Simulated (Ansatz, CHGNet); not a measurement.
For cubic perovskite BaZrO3, the machine-learned potential CHGNet 0.3.0 (trained on PBE and PBE+U data) gives:

```
Property                     Result
-------------------------  --------
lattice parameter a         4.255 Å
elastic constant C11        278 GPa
elastic constant C44       54.7 GPa
polycrystal shear modulus  69.2 GPa
```

Question: What does PBE0 in Ansatz (plane waves, PAW) give for the same quantities?

Answer: 
- lattice constant a: 4.192 Å (shrinks by 1.5 %)
- elastic constant C11: 322 GPa (rises by 16 %)
- elastic constant C44: 93.3 GPa (rises by 71 %)
- Voigt–Reuss–Hill shear modulus: 102 GPa (rises by 47 %)

For comparison: lattice constant a 4.191 Å (measured, temperature not stated, no zero-point or thermal correction; as tabulated in Evaestov et al. (2010), arXiv:1010.1170).

Changes are worked out from the printed values.

Unless a cell is named, each level is at its own relaxed cell (CHGNet 0.3.0 15.40, PBE0 14.73 Å³/atom).

Ansatz's density-functional and Hartree–Fock values are scalar-relativistic unless marked +SOC, with PAW data made under PBE.

Ansatz is an electronic-structure program.
